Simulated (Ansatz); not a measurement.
Ansatz (a program for electronic structure) run on ZrGa3 (I4/mmm, 4 atoms in the cell): self-consistent single point.

Computed with BLYP, default PAW files made with PBE (plane waves; Ansatz).

```xyz
4
Lattice="-1.9211 1.9211 4.4989 1.9211 -1.9211 4.4989 1.9211 1.9211 -4.4989" Properties=species:S:1:pos:R:3 pbc="T T T"
Zr     0.0000     0.0000     0.0000
Ga     1.9211     0.0000     2.2494
Ga     0.0000     1.9211     2.2494
Ga     0.0000     0.0000     4.4989
```

Reference input (self-consistent single point, DFT, LDA (PW92), plane waves, default PAW files made with PBE): basis.ecutwfc = 420 eV; kpoints.mp_grid.grid = 14 14 14; hamiltonian.xc = lda; hamiltonian.pseudopotentials = {kind: paw} (the program's default PAW files); scf.occupations.method = cold; scf.occupations.width = 0.1 eV. This run's input differs from it in these lines:

Ansatz 0.2 input:
```diff
@@ -15,3 +15,3 @@
 hamiltonian:
-  xc: lda
+  xc: blyp
   pseudopotentials: { kind: paw }
```

Output, abridged:

```
SCF iter   1: F=—  HF=-15576.072589 eV  |F-HF|=—  |Δ(HF+E_count)|=         —  Δρ=8.14e-3  dr2=2.70e-2  ethr=1.77e-3  ⟨swp⟩=5.4  Hψ=32268  notcnv=0
all-band conjugate gradients solve this SCF's bands
preconditioner: auto → Kerker (q_TF=auto, 2.611 Å⁻¹)
SCF iter   2: F=—  HF=-15576.069985 eV  |F-HF|=—  |Δ(HF+E_count)|=   2.60e-3  S|Δr|=    0.00e0  Δρ=4.88e-3  dr2=1.20e-2  ethr=5.29e-5  ⟨swp⟩=1.0  Hψ=9522  notcnv=0  defer=1
   [... lines left out ...]
SCF iter   5: F=—  HF=-15576.068722 eV  |F-HF|=—  |Δ(HF+E_count)|=   2.34e-5  S|Δr|=    0.00e0  Δρ=1.03e-4  dr2=7.25e-6  ethr=2.01e-7  ⟨swp⟩=2.0  Hψ=12508  notcnv=0  defer=1
SCF iter   6: F=—  HF=-15576.068732 eV  |F-HF|=—  |Δ(HF+E_count)|=   9.85e-6  S|Δr|=    0.00e0  Δρ=3.09e-5  dr2=7.00e-7  ethr=1.42e-8  ⟨swp⟩=2.0  Hψ=12526  notcnv=0  defer=1
SCF iter   7: F=-15576.068732 eV  HF=-15576.068732 eV  |F-HF|=2.86e-8  |Δ(HF+E_count)|=   2.62e-7  S|Δr|=    0.00e0  Δρ=1.15e-5  dr2=9.24e-8  ethr=1.96e-10  ⟨swp⟩=7.0  Hψ=32081  notcnv=0
SCF 1 converged in 7 iterations: F = -15576.068732 eV  dr2 = 9.24e-8
Stability not checked (fill_not_monotonic)
Free energy (F): -15576.068732 eV
Internal energy: -15576.070383 eV  (E = F + TS)
E sigma→0 (E₀):  -15576.069282 eV
Entropy (-TS):   0.001651 eV (0.413 meV/atom)
Fermi energy:    13.879159 eV
--- Forces (eV/Å), atoms counted from 1 ---
  atom   1  Zr     0.00000000     0.00000000     0.00000000
   [... zero for the other atoms too ...]
--- Stress (GPa, compression-positive) ---
       12.499130       0.000000       0.000000
        0.000000      12.499130       0.000000
        0.000000       0.000000      12.757127
  P = ⅓ Tr σ = 12.5851 GPa (125.851 kbar)
  The stress holds the Pulay correction. Without it, at fixed plane waves, as pw.x and ABINIT print it: P = 12.5389 GPa
```

The run converged in 7 iterations. Against the reference run the pressure goes from -1.63 to 12.59 GPa.

The starting cell comes from a database of computed structures (which also holds hypothetical and non-ambient phases and stackings), without a prior relaxation at this level. Its lattice was rescaled by a random factor within 2.5 % of one. With a pressure of about 13 GPa the cell is away from its equilibrium volume at this level. Ansatz's pressure includes its estimate of the finite-basis (Pulay) stress.
